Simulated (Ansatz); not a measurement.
Several settings converged on ZrCuSiP (P4/nmm, 8 atoms in the cell)

```xyz
8
Lattice="3.5755 0.0000 0.0000 0.0000 3.5755 0.0000 0.0000 0.0000 9.4787" Properties=species:S:1:pos:R:3 pbc="T T T"
Zr     0.0000     1.7878     7.3117
Zr     1.7878     0.0000     2.1670
Si     1.7878     1.7878     0.0000
Si     0.0000     0.0000     0.0000
Cu     1.7878     1.7878     4.7394
Cu     0.0000     0.0000     4.7394
P      0.0000     1.7878     3.1108
P      1.7878     0.0000     6.3679
```

Base method: LDA (PW92), default PAW files made with PBE (plane waves; Ansatz, a first-principles code).

Base settings: basis.ecutwfc = 420 eV; kpoints.mp_grid.grid = 9 9 4; hamiltonian.xc = lda; hamiltonian.pseudopotentials = {kind: paw} (the program's default PAW files); scf.occupations.method = gaussian; scf.occupations.width = 0.1 eV.

Core times come from one kind of shared machine, to one figure; runs under 30 s give none.

**Zone-centre phonons against the cutoff**

In this ladder: phonons.method = dfpt.

The mesh stays at the base's, so the ladder's end is converged at best in this setting alone.

Frequencies are those of the unrelaxed cell, without the LO-TO term of polar crystals.

Only quantities that move along the ladder and can be compared are tabulated.

| basis.ecutwfc | highest zone-centre frequency (cm⁻¹) | core time / last (rough) |
|---|---|---|
| 210 eV | 323.1 | 0.3 |
| 295 eV | 321.1 | 0.4 |
| 420 eV | 318.6 | 0.7 |
| 505 eV | 318.7 | 1 |

Coarsest basis.ecutwfc that holds the highest zone-centre frequency within 2 cm⁻¹ of the last step, with all finer ones: 420 eV; the step before is off by 2.4 cm⁻¹.

**The force threshold of a relaxation**

On ZrCuSiP (P4mm, 8 atoms in the cell): one atom moved by 0.15 angstrom.

In this ladder: relax = atoms.

The mesh stays at the base's, so the ladder's end is converged at best in this setting alone.

Only quantities that move along the ladder and can be compared are tabulated.

| relax.f_tol | free energy less the last step's (meV/atom) | largest force left (eV/Å) | relaxation steps | core time / last (rough) |
|---|---|---|---|---|
| 0.2 eV/Å | 0.37 | 0.1329 | 3 | 0.6 |
| 0.05 eV/Å | 0.00 | 0.0007 | 5 | 0.9 |
| 0.02 eV/Å | 0.00 | 0.0007 | 5 | 0.8 |
| 0.001 eV/Å | 0.00 | 0.0007 | 6 | 1 |

Coarsest relax.f_tol that holds the free energy within 0.05 meV/atom of the last step, with all finer ones: 0.05 eV/Å; the step before is off by 0.37 meV/atom.

Coarsest relax.f_tol that holds the largest force left within 0.01 eV/Å of the last step, with all finer ones: 0.05 eV/Å; the step before is off by 0.13 eV/Å.

On the base run: the starting cell comes from a database of computed structures (which also holds hypothetical and non-ambient phases and stackings), without a prior relaxation at this level. Its lattice was rescaled by up to half a per cent. Spin polarisation is off. In the base run, with a pressure of about -6 GPa the cell is away from its equilibrium volume at this level.

Keys are those of Ansatz 0.2.
